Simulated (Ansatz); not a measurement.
Consider InP in the zinc blende structure (space group F-43m, No. 216; a = 5.907 Å).

Level of theory: r2SCAN (Ansatz, a program for electronic structure; PAW; 500 eV plane waves; spin-orbit coupling left out).

For the base:

The density is 4.70 g/cm³. The band gap comes out as 1.03 eV and the gap character comes out as direct at Γ.

Perturbation: cell and atoms relaxed at a pressure of 100 GPa.

Question: How does this affect the density?

Answer: The density increases by 3.02 g/cm³, from 4.70 g/cm³ to 7.72 g/cm³.

Question: What happens to the band gap?

Answer: The band gap drops by 0.21 eV to 0.82 eV.

Question: Estimate the effect on the gap character.

Answer: The gap character becomes indirect, Γ → X (base: direct at Γ).

Load acts through the strain it causes; cell and atoms are relaxed under it. No phonon test of stability was made. Measured, InP leaves this structure (for rock salt) near 9.8 GPa (temperature not stated; as listed in Datta, Sujoy, Jana, Debnarayan, arXiv (2020)).
